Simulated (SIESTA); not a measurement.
Worked example: self-consistent single point of In (I4/mmm, 1 atom in the cell) in SIESTA.

Level of theory: GGA PBE, numerical atomic orbitals DZP, PseudoDojo PBE standard norm-conserving potentials (rewritten from UPF to PSML) run with SIESTA.

```
In
1.0
   -1.63055     1.63055     2.49415
    1.63055    -1.63055     2.49415
    1.63055     1.63055    -2.49415
In
1
Direct
  0.00000   0.00000   0.00000
```

Reference input (self-consistent single point, DFT, GGA PBE, numerical atomic orbitals DZP, PseudoDojo PBE standard norm-conserving potentials (rewritten from UPF to PSML)): XC.functional = GGA; XC.authors = PBE; potentials = PseudoDojo PBE standard; PAO.BasisSize = DZP; PAO.EnergyShift = 0.01 Ry; MeshCutoff = 400 Ry; kgrid.MonkhorstPack = 14 14 14; OccupationFunction = FD; ElectronicTemperature = 580.23 K; MaxSCFIterations = 150; SCF.Mixer.Method = Pulay; SCF.Mixer.Weight = 0.1. This run's input differs from it in these lines:

```diff
@@ -30,3 +30,4 @@
 %endblock kgrid.MonkhorstPack
-OccupationFunction           FD
+OccupationFunction           MP
+OccupationMPOrder            0
 ElectronicTemperature        580.23 K
```

Output, abridged:

```
        iscf     Eharris(eV)        E_KS(eV)     FreeEng(eV)     dDmax    Ef(eV) dHmax(eV)
   scf:    1    -1806.674344    -1807.257619    -1807.258061  0.440012 -3.151817  3.182505
   scf:    2    -1807.376972    -1807.318175    -1807.318618  0.049102 -3.187149  2.697826
   scf:    3    -1807.565431    -1807.465007    -1807.465566  0.245976 -3.378662  0.064387
   scf:    4    -1807.460862    -1807.463287    -1807.463873  0.028671 -3.412694  0.290442
   scf:    5    -1807.466248    -1807.465046    -1807.465604  0.026536 -3.400303  0.003395
   scf:    6    -1807.465044    -1807.465045    -1807.465604  0.000543 -3.400727  0.003136
   scf:    7    -1807.465046    -1807.465046    -1807.465605  0.000253 -3.400476  0.000134
   scf:    8    -1807.465046    -1807.465046    -1807.465605  0.000012 -3.400462  0.000004
   scf:    9    -1807.465046    -1807.465046    -1807.465605  0.000000 -3.400463  0.000002
SCF Convergence by DM+H criterion
max |DM_out - DM_in|         :     0.0000001435
max |H_out - H_in|      (eV) :     0.0000016142
SCF cycle converged after 9 iterations

Using DM_out to compute the final energy and forces

siesta: E_KS(eV) =            -1807.4650

siesta: E_KS - E_eggbox =     -1807.4650

siesta: Atomic forces (eV/Ang):
     1   -0.000000   -0.000000    0.000000
   Tot   -0.000000   -0.000000    0.000000
   Max    0.000000
   Res    0.000000    sqrt( Sum f_i^2 / 3N )
   Max    0.000000    constrained

Stress tensor Voigt[x,y,z,yz,xz,xy] (kbar):        1.07        1.07       -9.62        0.19        0.19       -0.06
(Free)E + p*V (eV/cell)    -1807.4243
Target enthalpy (eV/cell)    -1807.4656

siesta: Program's energy decomposition (eV):
siesta: FreeEng =     -1807.465605

siesta: Stress tensor (static) (eV/Ang**3):
siesta:     0.000667   -0.000040    0.000117
siesta:    -0.000040    0.000667    0.000117
siesta:     0.000117    0.000117   -0.006004

siesta: Cell volume =         26.524677 Ang**3

siesta: Pressure (static):
siesta:                Solid            Molecule  Units
siesta:           0.00001695          0.00001695  Ry/Bohr**3
siesta:           0.00155645          0.00155645  eV/Ang**3
siesta:           2.49371569          2.49371569  kBar
```

The run converged in 9 iterations. Against the reference run the free energy goes up by 1.4 meV/atom and the pressure hardly changes (0.28 to 0.25 GPa).

The starting cell comes from a database of computed structures (which also holds hypothetical and non-ambient phases and stackings), without a prior relaxation at this level. Its lattice was rescaled by a random factor within 2.5 % of one. Values carry the incompleteness of an atom-centred basis.

Cost on one core of a shared machine: roughly 60 s.
